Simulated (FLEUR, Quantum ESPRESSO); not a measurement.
A FLEUR input for a self-consistent single point of CoH (Fm-3m, 2 atoms in the cell) (DFT, PBEsol, all-electron FLAPW (FLEUR), scalar-relativistic valence):

Input of the input generator:

```
CoH FLAPW
&input film=f /
0.0000000000 3.4826896586 3.4826896586
3.4826896586 -0.0000000000 3.4826896586
3.4826896586 3.4826896586 -0.0000000000
1.0
1.0 1.0 1.0

2
27 0.0000000000 0.0000000000 0.0000000000 : 3.00
1 0.5000000000 0.5000000000 0.5000000000 : 0.00

&comp jspins=2 /
&exco xctyp='PBEs' /
&kpt div1=15 div2=15 div3=15 /
&end /
```

```xml
<?xml version="1.0" encoding="UTF-8" standalone="no"?>
<fleurInput fleurInputVersion="0.39">
   <comment>
      CoH FLAPW                                                                                           
   </comment>
   <calculationSetup>
      <cutoffs Kmax="4.8" Gmax="19.2" GmaxXC="19.2" numbands="0"/>
      <scfLoop itmax="80" minDistance="0.00001" maxIterBroyd="15" imix="Anderson" alpha="0.05" precondParam="0.0" spinf="2.0"/>
      <coreElectrons ctail="T" frcor="F" kcrel="0" coretail_lmax="0"/>
      <xcFunctional name="PBEs" relativisticCorrections="F"/>
      <magnetism jspins="2"/>
      <soc l_soc="F" theta="0.0" phi="0.0" spav="F"/>
      <expertModes spex="0" secvar="F"/>
      <geometryOptimization l_f="T" forcealpha="1.0" forcemix="BFGS" epsdisp="0.00001" epsforce="0.00001"/>
      <ldaU l_linMix="F" mixParam="0.05" spinf="1.0"/>
   </calculationSetup>
   <cell>
      <bzIntegration valenceElectrons="16.0" mode="gauss" fermiSmearingEnergy="0.00734986">
         <kPointListSelection listName="default-1"/>
         <!-- k-points included here -->
         <xi:include xmlns:xi="http://www.w3.org/2001/XInclude" href="kpts.xml"> </xi:include>
      </bzIntegration>
      <!-- symmetry operations included here -->
      <xi:include xmlns:xi="http://www.w3.org/2001/XInclude" href="sym.xml"> </xi:include>
      <bulkLattice scale="1.0">
         <bravaisMatrix>
            <row-1>    0.0000000000000000     3.4826896586000000     3.4826896586000000</row-1>
            <row-2>    3.4826896586000000     0.0000000000000000     3.4826896586000000</row-2>
            <row-3>    3.4826896586000000     3.4826896586000000     0.0000000000000000</row-3>
         </bravaisMatrix>
      </bulkLattice>
   </cell>
   <atomSpecies>
      <species name="Cobalt (Co3.000" element="Co" atomicNumber="27">
         <mtSphere radius="2.22" gridPoints="783" logIncrement="0.016"/>
         <atomicCutoffs lmax="8" lnonsphr="6"/>
         <electronConfig flipSpins="F">
            <coreConfig>(1s1/2) (2s1/2) (2p1/2) (2p3/2) (3s1/2)</coreConfig>
            <valenceConfig>(3p1/2) (3p3/2) (4s1/2) (3d3/2) (3d5/2)</valenceConfig>
            <stateOccupation state="(3d3/2)" spinUp="2.0" spinDown="0.8"/>
            <stateOccupation state="(3d5/2)" spinUp="3.0" spinDown="1.2"/>
         </electronConfig>
         <energyParameters s="4" p="4" d="3" f="4"/>
         <lo type="SCLO" l="1" n="3" eDeriv="0"/>
      </species>
      <species name="Hydrogen (H)" element="H" atomicNumber="1">
         <mtSphere radius="0.96" gridPoints="341" logIncrement="0.024"/>
         <atomicCutoffs lmax="6" lnonsphr="4"/>
         <electronConfig flipSpins="F">
            <coreConfig></coreConfig>
            <valenceConfig>(1s1/2)</valenceConfig>
            <stateOccupation state="(1s1/2)" spinUp="0.5" spinDown="0.5"/>
         </electronConfig>
         <energyParameters s="1" p="2" d="3" f="4"/>
      </species>
   </atomSpecies>
   <atomGroups>
      <atomGroup species="Cobalt (Co3.000">
         <relPos label="                   1">.0000000000 .0000000000 .0000000000</relPos>
         <force calculate="T" relaxXYZ="TTT"/>
      </atomGroup>
      <atomGroup species="Hydrogen (H)">
         <relPos label="                   2">1.000/2.000 1.000/2.000 1.000/2.000</relPos>
         <force calculate="T" relaxXYZ="TTT"/>
      </atomGroup>
   </atomGroups>
   <output dos="F" band="F" slice="F">
      <checks vchk="F" cdinf="F"/>
      <bandDOS minEnergy="-.5*Htr" maxEnergy="0.5*Htr" sigma="0.015" storeEVData="T"/>
      <vacuumDOS vacdos="F" integ="F" star="F" nstars="0" locx1="0.0" locy1="0.0" locx2="0.0" locy2="0.0" nstm="0" tworkf="0.0"/>
      <unfoldingBand unfoldBand="F" supercellX="1" supercellY="1" supercellZ="1"/>
      <plotting iplot="0" polar="F">
         <plot TwoD="T" vec1="  1.0  0.0  0.0" vec2="  0.0  1.0  0.0" vec3="  0.0  0.0  1.0" zero="  0.0  0.0  0.0" file="plot"/>
      </plotting>
      <chargeDensitySlicing numkpt="0" minEigenval="0.0" maxEigenval="0.0" nnne="0" pallst="F"/>
      <specialOutput eonly="F"/>
      <magneticCircularDichroism mcd="F" energyLo="-10.0" energyUp="0.0"/>
   </output>
  <!-- We include the file relax.xml here to enable relaxations (see documentation) -->
  <xi:include xmlns:xi="http://www.w3.org/2001/XInclude" href="relax.xml"> <xi:fallback/> </xi:include>
</fleurInput>
```

Question: Give the Quantum ESPRESSO input for the same structure, mesh, smearing and functional.

Answer: This is the input that was run; spellings and numerical settings could be chosen otherwise.

```fortran
&CONTROL
  calculation = 'scf'
  outdir = './tmp/'
  pseudo_dir = './'
  tprnfor = .true.
  tstress = .true.
/
&SYSTEM
  ibrav = 0
  nat = 2
  ntyp = 2
  ecutwfc = 55
  ecutrho = 440
  occupations = 'smearing'
  smearing = 'gauss'
  degauss = 0.0147
  nspin = 2
  starting_magnetization(1) = 0.176
  input_dft = 'pbesol'
/
&ELECTRONS
  conv_thr = 1.0e-11
  mixing_beta = 0.3
/
ATOMIC_SPECIES
Co    58.9332  Co_pbe_v1.2.uspp.F.UPF
H      1.0080  H.pbe-rrkjus_psl.1.0.0.UPF
ATOMIC_POSITIONS {crystal}
Co    0.0000000000    0.0000000000    0.0000000000
H     0.5000000000    0.5000000000    0.5000000000
K_POINTS {automatic}
15 15 15  0 0 0
CELL_PARAMETERS {bohr}
   0.0000000000     3.4826896586     3.4826896586
   3.4826896586     0.0000000000     3.4826896586
   3.4826896586     3.4826896586     0.0000000000
```

Basis, cutoffs, solver keys and any potentials are the target program's own. This input uses DFT, PBEsol, plane waves, SSSP 1.1.2 efficiency (PBE) pseudopotentials. Both were run: size of the net moment 0.58 μB/atom in FLEUR and 0.62 in Quantum ESPRESSO.

On FLEUR: the starting cell comes from a database of computed structures (which also holds hypothetical and non-ambient phases and stackings), without a prior relaxation at this level. With one magnetic atom in the cell only a parallel order is possible. Values depend on the basis (sphere radii, cutoffs, local orbitals), which need not be converged.

On Quantum ESPRESSO: the starting cell comes from a database of computed structures (which also holds hypothetical and non-ambient phases and stackings), without a prior relaxation at this level. With one magnetic atom in the cell only a parallel order is possible. With a pressure of about -6 GPa the cell is away from its equilibrium volume at this level.
